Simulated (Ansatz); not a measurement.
# SiC in the wurtzite structure (space group P6_3mc, No. 186)

```
SiC
1.0
    3.07595     0.00000     0.00000
   -1.53798     2.66385     0.00000
    0.00000     0.00000     5.04778
Si C
2 2
Direct
  0.33333   0.66667   0.99959
  0.66667   0.33333   0.49959
  0.33333   0.66667   0.37541
  0.66667   0.33333   0.87541
```

Calculations: Kohn–Sham DFT with the PBEsol functional, run in Ansatz (a program for electronic structure) with PAW and 420 eV plane waves, no spin-orbit coupling. k-mesh 12×12×7 (Γ-centred); smearing 0.05 eV (Fermi–Dirac).

```json
{
 "volume_per_atom": "10.34 Å³",
 "density": "3.22 g/cm³",
 "band_gap": "2.12 eV, indirect, Γ → K",
 "electron_mass": "0.26 mₑ along c, 0.43 mₑ across",
 "total_energy": "-434.351 eV/atom (σ→0; compares only within this code and set-up)"
}
```

Effective masses come from finite differences of ±0.01 Å⁻¹. No phonon test of stability was made.
